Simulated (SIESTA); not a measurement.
Band structure of Co4B6O13 (Fmm2, 23 atoms in the cell).

```xyz
23
Lattice="0.0000 5.3336 3.7726 5.3327 0.0000 3.7726 5.3327 5.3336 0.0000" Properties=species:S:1:pos:R:3 pbc="T T T"
Co     5.3327     9.0279     4.9304
Co     5.3327     1.6393     4.9304
Co     9.0267     5.3336     2.6140
Co     1.6388     5.3336     2.6140
B      7.9991     8.0004     5.6586
B      2.6664     2.6668     1.8859
B      4.0000     6.6671     3.7726
B      6.6655     4.0001     3.7726
B      6.6655     6.6671     3.7726
B      4.0000     4.0001     3.7726
O      5.3327     5.3336     7.5440
O      9.1924     8.3097     4.8365
O      6.8059     7.6912     4.8365
O      1.4731     2.9761     1.0639
O      3.8596     2.3576     1.0639
O      2.9750     3.8611     2.7091
O      2.3577     1.4725     2.7091
O      7.6905     9.1947     6.4817
O      8.3078     6.8061     6.4817
O      3.8297     5.3336     4.3984
O      6.8358     5.3336     4.3984
O      5.3327     6.8364     3.1479
O      5.3327     3.8308     3.1479
```
Moments meant for the start (each program seeds them in its own way; μB, in the order of the atoms Co Co Co Co B B B B B B O O O O O O O O O O O O O): 3.0 3.0 3.0 3.0 0.0 0.0 0.0 0.0 0.0 0.0 0.0 0.0 0.0 0.0 0.0 0.0 0.0 0.0 0.0 0.0 0.0 0.0 0.0.

Level of theory: SIESTA 5.4.2 with LDA PW92, numerical atomic orbitals DZP, PseudoDojo LDA standard norm-conserving potentials (rewritten from UPF to PSML).

Settings: XC.functional = LDA; XC.authors = PW92; potentials = PseudoDojo LDA standard; PAO.BasisSize = DZP; PAO.EnergyShift = 0.005 Ry; MeshCutoff = 300 Ry; kgrid.MonkhorstPack = 3 3 3; OccupationFunction = FD; ElectronicTemperature = 10 meV; Spin = polarized; MaxSCFIterations = 150; SCF.Mixer.Method = Pulay; SCF.Mixer.Weight = 0.1; SCF.Mixer.History = 6.

The starting cell comes from a database of computed structures (which also holds hypothetical and non-ambient phases and stackings), without a prior relaxation at this level. The magnetic order is the one reached from the typed start; others were not searched systematically. Values carry the incompleteness of an atom-centred basis.

Levels in eV from the Fermi level, bands 85 to 89 of the first spin channel:
```tsv
point	85	86	87	88	89
Γ	-1.42	-0.98	-0.98	-0.98	2.17
X	-1.25	-1.02	-1.02	-0.99	3.07
Y	-1.43	-1.06	-1.06	-1.06	3.45
S	-1.43	-1.06	-1.06	-1.06	3.45
Z	-1.43	-1.06	-1.06	-1.06	3.45
S1	-1.43	-1.06	-1.06	-1.06	3.45
N	-1.25	-1.02	-1.02	-0.99	3.07
P	-1.29	-0.99	-0.99	-0.99	3.04
Y1	-1.43	-1.06	-1.06	-1.06	3.45
```

Bands cross the Fermi level along this path, so the cell is metallic at this level.

Higher empty bands are left out: an atom-centred basis made for the valence describes them poorly.

The net moment of the cell came out as 12.00 μB.
